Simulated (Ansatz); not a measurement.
Input and output of a relaxation of the atoms for Pt₃Pb (P4mm, 4 atoms in the cell) (Ansatz, a quantum-chemistry and plane-wave program).

Method of the run: LDA (PW92), default PAW files made with PBE (plane waves; Ansatz).

The change in words: one atom moved by 0.15 angstrom; relax: default → atoms; relax.f_tol: default → 0.1 eV/Å. Reference geometry:
```xyz
4
Lattice="4.1202 0.0000 0.0000 0.0000 4.1202 0.0000 0.0000 0.0000 4.1202" Properties=species:S:1:pos:R:3 pbc="T T T"
Pt     2.0601     0.0000     2.0601
Pt     0.0000     2.0601     2.0601
Pt     2.0601     2.0601     0.0000
Pb     0.0000     0.0000     0.0000
```

Reference input (self-consistent single point, DFT, LDA (PW92), plane waves, default PAW files made with PBE): basis.ecutwfc = 420 eV; kpoints.mp_grid.grid = 8 8 8; hamiltonian.xc = lda; hamiltonian.pseudopotentials = {kind: paw} (the program's default PAW files); scf.occupations.method = fermi_dirac; scf.occupations.width = 0.1 eV. This run's input differs from it in these lines:

```diff
@@ -7,3 +7,3 @@
     - { symbol: Pt, position: [0.500000, 0.000000, 0.500000] }
-    - { symbol: Pt, position: [0.000000, 0.500000, 0.500000] }
+    - { symbol: Pt, position: [0.036406, 0.500000, 0.500000] }
     - { symbol: Pt, position: [0.500000, 0.500000, 0.000000] }
@@ -19,2 +19,4 @@
   occupations: { method: fermi_dirac, width: 0.1 }
+relax:
+  f_tol: 0.1
 output:
```

Log, with long lists cut:

```
   [... SCF lines of the steps left out ...]
relax step   1: F+E_penalty+E_count = -48337.45072148 eV  Δ(F+E_penalty+E_count) = +0.000e0 eV  max|allowed force component| = 7.594e-1 eV/Å  Δτ_max = 0.0000 Å  (6 SCF iters, dr2 threshold 1.00e-4 eV, accepted)
relax step   2: F+E_penalty+E_count = -48337.46344120 eV  Δ(F+E_penalty+E_count) = -1.272e-2 eV  max|allowed force component| = 5.816e-1 eV/Å  Δτ_max = 0.1408 Å  (6 SCF iters, dr2 threshold 3.60e-5 eV, accepted)
relax step   3: F+E_penalty+E_count = -48337.50661154 eV  Δ(F+E_penalty+E_count) = -4.317e-2 eV  max|allowed force component| = 4.456e-3 eV/Å  Δτ_max = 0.0510 Å  (6 SCF iters, dr2 threshold 2.11e-5 eV, accepted)
relax step   4: F+E_penalty+E_count = -48337.50661154 eV  Δ(F+E_penalty+E_count) = -5.231e-9 eV  max|allowed force component| = 4.479e-3 eV/Å  Δτ_max = 0.0000 Å  (6 SCF iters, accepted)
the relaxation is at rest under the 8 symmetry operations that the run kept from its start: a minimum is not shown …
Stability not checked: this state was not tested for a lower state beside it, because too few of the mixer's solves of this state at the end of the SCF gave a …
Free energy (F): -48337.506612 eV
Internal energy: -48337.464391 eV  (E = F + TS)
E sigma→0 (E₀):  -48337.485501 eV
Entropy (-TS):   -0.042221 eV (-10.555 meV/atom)
Fermi energy:    19.653392 eV
--- Forces (eV/Å), atoms counted from 1 ---
  atom   1  Pt    -0.00084102    -0.00000000     0.00000000
   [... lines left out ...]
  atoms:
    - { symbol: Pt, position: [0.5091154645048553, -3.7394619461922833e-34, 0.49999999999999994] }
    - { symbol: Pt, position: [0.009349102075080893, 0.49999999999999994, 0.49999999999999994] }
    - { symbol: Pt, position: [0.5091154645048553, 0.49999999999999994, 0.0] }
    - { symbol: Pb, position: [0.008825968915208326, 1.121838583857685e-33, 0.0] }
```

The run converged.  The full log also holds: “iter 4 did not close the SCF: its close was put off for the readings that it lacked (scf_convergence_deferred on its scf_iter line)”. The full log also holds: “iter 5 did not close the SCF: its close was put off for the readings that it lacked (scf_convergence_deferred on its scf_iter line)”.

Summary of the result:
```
Quantity                                                 Result
-----------------------------------------------  --------------
Free energy E − TS (on the zero of these files)  -48337.5066 eV
Fermi level (on the code's own zero)                   19.65 eV
Pressure                                             -11.02 GPa
Largest force (vector length)                        0.004 eV/Å
Relaxation steps                                              4
```

The starting cell comes from a database of computed structures (which also holds hypothetical and non-ambient phases and stackings), without a prior relaxation at this level. Its lattice was rescaled by up to half a per cent. For this run, on top of that: one atom moved by 0.15 angstrom. Spin polarisation is off. The relaxation keeps the symmetry of its start, so its end need not be a minimum. Ansatz's pressure includes its estimate of the finite-basis (Pulay) stress.

Cost on one core of a shared machine: roughly 70 s.

Keys are those of Ansatz 0.2.
